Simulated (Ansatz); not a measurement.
The parent structure is ZnS in the wurtzite structure (space group P6_3mc, No. 186; a = 3.8061 Å, c = 6.2447 Å).

Calculations: Ansatz (a first-principles code), r2SCAN, PAW, cutoff 500 eV, spin-orbit coupling left out.

One change was made to it. Results:

The valence-band top at Γ (three highest levels, from the VBM) changes from 0.00, 0.00, -0.08 eV to 0.00, 0.00, -0.09 eV; the gap character remains direct at Γ; the shortest interatomic distance falls by 0.014 Å to 2.319 Å.

Q: What was done to the base?
(A) pressure 1.5 GPa
(B) pressure 0.3 GPa
(C) pressure 7.5 GPa
(D) pressure 5 GPa
(E) pressure 10 GPa

A: A, pressure 1.5 GPa. For comparison, the shortest interatomic distance in the other runs: pressure 7.5 GPa gives 2.272 Å; pressure 10 GPa gives 2.256 Å; pressure 5 GPa gives 2.290 Å; pressure 0.3 GPa gives 2.331 Å.

Load acts through the strain it causes; cell and atoms are relaxed under it. No phonon test of stability was made. Tetrahedral semiconductors of this kind turn to denser phases somewhere between about 1 and 50 GPa; those were not computed, so compressed cells here can lie past the real transition.
